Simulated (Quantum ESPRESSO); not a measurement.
Quantum ESPRESSO 7.5, DFT, PBE, plane waves, SSSP 1.1.2 efficiency PBE: Al(100) slab of 9 layers, 1x1 (Al9), unrelaxed, 9 atoms. Basis and mesh were picked for this test and aren't claimed converged.

```
Property                                            Result
------------------------  --------------------------------
cell                      2.86, 2.86, 30.20 Å; 90, 90, 90°
task                                                   scf
k mesh                                               5×5×1
ecutwfc                                              45 Ry
ecutrho                                             360 Ry
occupations                                       smearing
smearing                                                mv
degauss                                            0.02 Ry
conv_thr                                          9e-09 Ry
tprnfor                                               true
tstress                                              false
k-point pools (-nk)                                      6
diagonalization                            david (default)
mixing_mode                                plain (default)
mixing_beta                                  0.7 (default)
mixing_ndim                                    8 (default)
k-points computed                                        6
bands                                                   18
electrons                                               27
G-vectors of the density                            192989
FFT grid                                         36×36×360
symmetry operations                                     16
```

It runs on a single node (AMD EPYC (Zen 5), 96 cores on 1 socket, no SMT, 12 L3 cache groups; 94 cores' worth of CPU time may be used).

Wall times, medians of two to five repeats, each run alone on the node (launch to exit). Processes are pinned to neighbouring cores unless said otherwise. The build: conda-forge: Open MPI 5.0, OpenMP, OpenBLAS 0.3.34 (pthreads), FFTW, ScaLAPACK, ELPA; another build can shift the numbers. Scratch files lie in a memory file system. The time of a restarted run leaves out the earlier run that it starts from.

All on 24 ranks. Base settings, kept where nothing else is said: startingwfc = atomic+random (default), startingpot = atomic (default), start = no earlier run (default). The settings tried:
- startingwfc = random
- startingwfc = atomic
- startingpot = file, start = density of a run with one atom 0.03 Å away
- the base settings

Q: Name the extremes: fewest SCF iterations, shortest time, and any that don't converge.

A: Fewest SCF iterations: startingpot = file, start = density of a run with one atom 0.03 Å away (9). Shortest time: startingpot = file, start = density of a run with one atom 0.03 Å away, 3.2 s. All converged.

```
setting                                                                 SCF iterations  wall time
----------------------------------------------------------------------  --------------  ---------
startingpot = file, start = density of a run with one atom 0.03 Å away               9      3.2 s
startingwfc = random                                                                17      4.7 s
startingwfc = atomic                                                                19      4.9 s
the base settings                                                                   20      5.1 s
```
